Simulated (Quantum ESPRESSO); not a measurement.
Equation of state of CsCl-type AuZn (space group 221): energy against volume (Quantum ESPRESSO, PBEsol)

```
AuZn
1.0
    3.05854     0.00000     0.00000
    0.00000     3.05854     0.00000
    0.00000     0.00000     3.05854
Zn Au
1 1
Direct
  0.50000   0.50000   0.50000
  0.00000   0.00000   0.00000
```

Method of the run: PBEsol, GBRV 1.5 ultrasoft (PBESOL) pseudopotentials (plane waves; Quantum ESPRESSO). Settings: ecutwfc = 65 Ry; ecutrho = 520 Ry; occupations = smearing; smearing = fd; degauss = 0.0036749 Ry; potentials = {Zn: zn_pbesol_v1.uspp.F.UPF, Au: au_pbesol_v1.uspp.F.UPF}; K_POINTS = automatic 19 19 19 0 0 0; conv_thr = 1e-10 Ry; mixing_beta = 0.4. The cell above is the first row's. The rows scale it uniformly. In all rows fractional positions and the k mesh are held. E is the free energy at the stated smearing, counted from the lowest row.

| V (Å^3/atom) | E (meV/atom) |
|---|---|
| 14.306 | ? |
| 14.617 | 14.27 |
| 14.928 | 3.84 |
| 15.239 | 0.00 |
| 15.550 | 1.95 |
| 15.861 | 8.95 |
| 16.172 | 20.38 |
| 16.483 | 35.68 |
| 16.794 | 54.35 |

Q: Using the third-order Birch-Murnaghan form, a cubic in V^(-2/3), estimate the missing E at V = 14.306 from the other rows, showing the fit.

A: With u = V^(-2/3) - 0.160, the rows have u = 0.007274, 0.004942, 0.002691, 0.000514, -0.001591, -0.003629, -0.005602, -0.007514. Least squares gives E = 3.199 - 2724.49·u + 563930·u² + 2732989·u³. Residuals (row less fit): -0.001, 0.002, -0.004, 0.002, 0.000, -0.002, 0.001, -0.001; standard error 0.003 (degrees of freedom: 4). Its minimum lies at u = 0.002375, so V0 = (0.162375)^(-3/2) = 15.28. There d²E/du² = 1167000 and d³E/du³ = 1.640e7, so B0 = (4/9) × 15.28^(-7/3) × 1167000 × 0.160218 = 143 GPa (the last factor turns the table's units into GPa), and B0' = 4 + (2/3) × 0.162375 × (1.640e7)/1167000 = 5.5. The program's pressures in the fitted runs (not shown) pass through zero at V = 15.26, 0.13 % from this V0. At the withheld row, u = 0.009689, so E = 3.199 - 2724.49 × 0.009689 + 563930 × 0.009689² + 2732989 × 0.009689³ = 32.227 meV/atom. The calculation gives 32.22 meV/atom, 0.007 meV/atom below the prediction (under 0.05 % of the range of E in the table). The row lies outside the fitted rows, so this is an extrapolation. From the scatter of the fitted rows alone, a prediction at this place has a standard error of 0.009 meV/atom, so the miss is 0.8 times that.

Carrying the step between the two nearest rows on in a straight line would have given 24.70, off by 7.52; series whose last step already gives the withheld value aren't shown. The scan was laid around a cell of about the measured size, scaled by a guess for this functional. The runs keep the symmetry of the cell, so they don't test it for distortions. Spin-orbit coupling is off. Cutoffs and mesh are single choices, not tested for convergence of this quantity. Series with a scatter that would blur these digits, or in which a gap closes, are not shown. Nor are scans whose minimum lies at an end fitted in this form.
